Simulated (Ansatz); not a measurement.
# A computed series for Co: pressure series

Base system: Co in the hcp (Mg type) structure (space group P6_3/mmc, No. 194; ferromagnetic).

```xyz
2
Lattice="2.4939 0.0000 0.0000 -1.2470 2.1598 0.0000 0.0000 0.0000 4.0317" Properties=species:S:1:pos:R:3 pbc="T T T"
Co     0.0000     1.4399     3.0238
Co     1.2470     0.7199     1.0079
```

Cell and atoms are relaxed at each pressure.

Method: DFT with PBE, PAW potentials and a 420 eV plane-wave cutoff in Ansatz (a quantum-chemistry and plane-wave program), scalar-relativistic without spin-orbit coupling, earlier PAW set.

Two rows of this table had their results exchanged by mistake.

```tsv
pressure	volume per atom (Å³)	shortest distance (Å)	band gap
pressure −2 GPa	10.97	2.485	zero
pressure −1 GPa	10.91	2.481	zero
pressure 0.3 GPa	10.84	2.476	zero
pressure 0.7 GPa	10.82	2.475	zero
pressure 1.5 GPa	10.78	2.471	zero
pressure 3 GPa	10.71	2.466	zero
pressure 5 GPa	10.40	2.442	zero
pressure 7.5 GPa	10.50	2.450	zero
pressure 10 GPa	10.61	2.459	zero
```

Problem. Which two?

Solution. The rows for pressure 5 GPa and pressure 10 GPa: the volume has to fall steadily with pressure, so 10.61 Å³ belongs to pressure 5 GPa and 10.40 Å³ to pressure 10 GPa.

Other magnetic orders, which the real material may have, were not ruled out. Load acts through the strain it causes; cell and atoms are relaxed under it. Whether these cells are dynamically stable was not tested. Competing high-pressure phases were not computed.
